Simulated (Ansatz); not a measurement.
Amorphous cells of 8 compositions: the gap between the highest filled and lowest empty level at the zone centre, by PBE and by a single point of HSE06 on the same geometry (PBE, scalar-relativistic without spin-orbit coupling (plane waves to 420 eV, PAW; Ansatz, a first-principles code); exact exchange cut at the cells' faces). The networks come from melt-quench runs on the CHGNet potential at compositions and starting densities chosen by hand, with anions pushed apart in the CHGNet dynamics, and DFT then relaxed them. The cells are small and were quenched far faster than real films, so single cells scatter. Defect or tail levels can set these gaps. The rows are the first to finish with both values and no moments.

| cell | PBE gap x (eV) | HSE06 gap y (eV) |
|---|---|---|
| A (Hf18O39In2, 8.80 g/cm3) | 3.15 | 4.74 |
| B (Hf18O38Ti, 8.71 g/cm3) | 3.37 | 4.99 |
| C (Hf18O38Si, 8.72 g/cm3) | 3.78 | 5.33 |
| D (Hf18O39Al2, 8.56 g/cm3) | 3.81 | 5.38 |
| E (Hf18O39B2, 8.42 g/cm3) | 3.87 | 5.48 |
| F (Hf18O39La2, 8.75 g/cm3) | 3.99 | withheld |
| G (Hf18O39Ga2, 8.70 g/cm3) | 4.07 | 5.65 |
| H (Hf18O38Ge, 8.72 g/cm3) | 4.10 | 5.68 |

**Question.** Fit a straight line through the 7 full rows and predict the withheld value for F (Hf18O39La2, 8.75 g/cm3).

**Answer.** Means: x = 3.736, y = 5.321. Slope = Σ(Δx Δy) / Σ(Δx²) = 0.7282 / 0.7468 = 0.975; the r.m.s. residual is 0.020. Prediction: 5.321 + 0.975 × (3.99 − 3.736) = 5.57. The run gave 5.56, 0.01 below the line.
